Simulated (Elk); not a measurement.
## Input and output of a self-consistent single point for LuAlSi (Cmcm, 6 atoms in the cell) (Elk)

Method: PBEsol, all-electron FP-LAPW, Elk's shipped species files, default APW+lo basis (Elk 10.2.4).

The input file:

```
tasks
  0

xctype
  22

swidth
  0.00367493

maxscl
  100

scale
  1.889726125

avec
    1.9553140000   -4.9702390000    0.0000000000
    1.9553140000    4.9702390000    0.0000000000
    0.0000000000    0.0000000000    5.5369260000

sppath
  'species/'

atoms
  3
  'Lu.in'
  2
  0.6954100000  0.3045900000  0.7500000000    0.0 0.0 0.0
  0.3045900000  0.6954100000  0.2500000000    0.0 0.0 0.0
  'Al.in'
  2
  0.0000000000  0.0000000000  0.5000000000    0.0 0.0 0.0
  0.0000000000  0.0000000000  0.0000000000    0.0 0.0 0.0
  'Si.in'
  2
  0.3988500000  0.6011500000  0.7500000000    0.0 0.0 0.0
  0.6011500000  0.3988500000  0.2500000000    0.0 0.0 0.0

ngridk
  7 7 5
```

The program printed (abridged):

```
│ Elk code version 10.2.4 │

All units are atomic (Hartree, Bohr, etc.)

│ Ground-state run starting from atomic densities │

Lattice vectors :
   3.695007948      -9.392390486       0.000000000
   3.695007948       9.392390486       0.000000000
   0.000000000       0.000000000       10.46327371

Unit cell volume      :    726.2549391
Brillouin zone volume :   0.3415470244

Muffin-tin inner radius fraction :   0.1000000000E-01

Nuclei treated as point charges

Species :    1 (Lu)
 parameters loaded from : Lu.in
 name : lutetium
 nuclear charge    :   -71.00000000
 electronic charge :    71.00000000
 atomic mass :    318945.3295
 muffin-tin radius :    2.800000000
 number of radial points in muffin-tin :    697
 atomic positions (lattice), magnetic fields (Cartesian) :
   1 :   0.19541000  0.30459000  0.25000000    0.00000000  0.00000000  0.00000000
   2 :  -0.19541000 -0.30459000 -0.25000000    0.00000000  0.00000000  0.00000000

Species :    2 (Al)
 parameters loaded from : Al.in
 name : aluminium
 nuclear charge    :   -13.00000000
 electronic charge :    13.00000000
 atomic mass :    49184.33492
 muffin-tin radius :    2.200000000
 number of radial points in muffin-tin :    397
 atomic positions (lattice), magnetic fields (Cartesian) :
   1 :   0.50000000  0.00000000  0.00000000    0.00000000  0.00000000  0.00000000
   2 :   0.50000000  0.00000000  0.50000000    0.00000000  0.00000000  0.00000000

Species :    3 (Si)
 parameters loaded from : Si.in
 name : silicon
 nuclear charge    :   -14.00000000
 electronic charge :    14.00000000
 atomic mass :    51196.73454
 muffin-tin radius :    2.200000000
 number of radial points in muffin-tin :    397
 atomic positions (lattice), magnetic fields (Cartesian) :
   1 :  -0.10115000 -0.39885000  0.25000000    0.00000000  0.00000000  0.00000000
   2 :   0.10115000  0.39885000 -0.25000000    0.00000000  0.00000000  0.00000000

   [... lines left out ...]
Maximum |G| for potential and density :    12.00000000
 potential will be trimmed for |G| > 2 gkmax
Constant for pseudocharge density :    8
Radial integration step length :    4

G-vector grid sizes :     40    40    40
Number of G-vectors :    21199

Maximum angular momentum used for
 APW functions                      :    8
 outer part of muffin-tin           :    6
 inner part of muffin-tin           :    1

Total nuclear charge    :   -196.0000000
Total core charge       :    120.0000000
Total valence charge    :    76.00000000
Total excess charge     :    0.000000000
Total electronic charge :    196.0000000

Effective Wigner radius, rₛ :   0.9599489534

Number of empty states         :   24
Total number of valence states :   62
Total number of core states    :  120

Total number of local-orbitals :   76

Exchange-correlation functional :     22     0     0
 PBEsol, Phys. Rev. Lett. 100, 136406 (2008)
 gradient requirement :    1
 generalised gradient approximation (GGA)

Smearing type :    3
 Fermi-Dirac
Smearing width :   0.3674930000E-02
Effective electronic temperature (K) :    1160.451112

Mixing type :    3
 Broyden mixing, J. Phys. A: Math. Gen. 17, L317 (1984)

Kohn-Sham potential initialised from atomic data
│ Self-consistent loop started │
│ Loop number : 1 │
 total energy                :     -30191.5353021
│ Loop number : 2 │
 total energy                :     -30193.2136969
RMS change in Kohn-Sham potential (target) :   0.5411034194     (  0.1000000000E-05)
Absolute change in total energy (target)   :    1.678394820     (  0.1000000000E-03)
│ Loop number : 3 │
 total energy                :     -30191.6701571
RMS change in Kohn-Sham potential (target) :   0.5337357951     (  0.1000000000E-05)
Absolute change in total energy (target)   :    1.123941143     (  0.1000000000E-03)
│ Loop number : 4 │
 total energy                :     -30201.8333686
RMS change in Kohn-Sham potential (target) :   0.3024943902     (  0.1000000000E-05)
Absolute change in total energy (target)   :    9.882226276     (  0.1000000000E-03)
│ Loop number : 5 │
 total energy                :     -30210.8988076
RMS change in Kohn-Sham potential (target) :   0.1115066815     (  0.1000000000E-05)
Absolute change in total energy (target)   :    11.53599553     (  0.1000000000E-03)
   [... lines left out ...]
Absolute change in total energy (target)   :   0.6844965890E-02 (  0.1000000000E-03)
│ Loop number : 13 │
 total energy                :     -30217.4358150
RMS change in Kohn-Sham potential (target) :   0.1263385878E-05 (  0.1000000000E-05)
Absolute change in total energy (target)   :   0.3871773515E-02 (  0.1000000000E-03)
│ Loop number : 14 │
 total energy                :     -30217.4357165
RMS change in Kohn-Sham potential (target) :   0.6488060733E-06 (  0.1000000000E-05)
Absolute change in total energy (target)   :   0.8694435310E-03 (  0.1000000000E-03)
│ Loop number : 15 │
 total energy                :     -30217.4357336
RMS change in Kohn-Sham potential (target) :   0.2250311295E-06 (  0.1000000000E-05)
Absolute change in total energy (target)   :   0.2344284621E-03 (  0.1000000000E-03)
│ Loop number : 16 │
 total energy                :     -30217.4357098
RMS change in Kohn-Sham potential (target) :   0.7714350950E-07 (  0.1000000000E-05)
Absolute change in total energy (target)   :   0.3482426837E-04 (  0.1000000000E-03)
Convergence targets achieved

│ Loop number : 17 │

Energies :
 Fermi                       :     0.304476731459
 sum of eigenvalues          :     -18389.2235809
 electron kinetic            :      33562.2416216
 core electron kinetic       :      32442.9388198
 Coulomb                     :     -63106.7427743
 Coulomb potential           :     -51066.5402696
 nuclear-nuclear             :     -2109.14299514
 electron-nuclear            :     -70928.6592888
 Hartree                     :      9931.05950964
 Madelung                    :     -37573.4726396
 xc potential                :     -884.924932935
 exchange                    :     -661.017621610
 correlation                 :     -11.9146665362
 electron entropic           :    -0.226345384077E-02
 total energy                :     -30217.4357044

Density of states at Fermi energy :    50.69791963
 (states/Hartree/unit cell)

Estimated indirect band gap :   0.1691351653E-02
 from k-point     31 to k-point     15
Estimated direct band gap   :   0.3545075480E-02
 at k-point     31

Charges :
 core                        :    120.0000000
 valence                     :    76.00000000
 interstitial                :    9.991045936
 muffin-tins (core leakage)
  species :    1 (Lu)
   atom    1                 :    69.43398599     (  0.6451610872E-06)
   atom    2                 :    69.43398599     (  0.6451610872E-06)
  species :    2 (Al)
   atom    1                 :    11.26880737     (  0.4810142407E-03)
   atom    2                 :    11.26880737     (  0.4810142407E-03)
  species :    3 (Si)
   atom    1                 :    12.30168367     (  0.1373401476E-02)
   atom    2                 :    12.30168367     (  0.1373401476E-02)
 total in muffin-tins        :    186.0089541
 total calculated charge     :    195.9667672
 total charge                :    196.0000000
 error                       :   0.3323282043E-01

│ Self-consistent loop stopped │
```

The run converged in 17 iterations. The count includes the last loop, which Elk runs after its targets are met.

The starting cell comes from a database of computed structures (which also holds hypothetical and non-ambient phases and stackings), without a prior relaxation at this level. Its lattice was rescaled by a random factor within 2.5 % of one. Spin-orbit coupling is off. Values depend on the basis (sphere radii, cutoffs, local orbitals), which need not be converged. The log's line on a gap gives a spacing of levels on this mesh, which the program prints for metals too.

Cost on one core of a shared machine: roughly 40 s.
